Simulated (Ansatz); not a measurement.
SiO₂ (within 0.1 Å of C222₁, No. 20, 12 atoms in the cell; start mp-555891; another space group than a measured phase of this formula)

Computed with LDA in Ansatz (plane waves, PAW).

Settings: plane-wave cutoff 520 eV, 8×4×8 k mesh (along the axes of the cell as run), Fermi–Dirac smearing 0.01 eV, scalar-relativistic PAW data made under PBE.

Cell (relaxed with PBEsol):

```
O2Si
1.0
    4.98946     0.00000    -0.02330
    0.00000     8.32065     0.00000
   -2.47449     0.00000     4.43106
Si O
4 8
Direct
  0.58548   0.93852   0.32833
  0.41452   0.43852   0.67167
  0.25706   0.06398   0.67149
  0.74294   0.56398   0.32851
  0.89372   0.04462   0.43290
  0.10628   0.54462   0.56710
  0.32229   0.00121   0.99987
  0.67771   0.50121   0.00013
  0.53929   0.45792   0.43314
  0.46071   0.95792   0.56686
  0.34462   0.25125   0.68928
  0.65538   0.75125   0.31072
```

```json
{
  "band_gap": "5.40 eV (indirect)",
  "smallest_direct_gap_on_the_k_points_sampled": "5.42 eV"
}
```

Note: cell and atoms aren't relaxed at this level (largest force component 0.25 eV/Å, pressure -3.6 GPa).

Computed values are for the static lattice.

Cost on a shared machine: roughly 6 core-minutes.

A start named mp-… is a Materials Project structure, which need not be a measured phase.

Ansatz is an electronic-structure program.
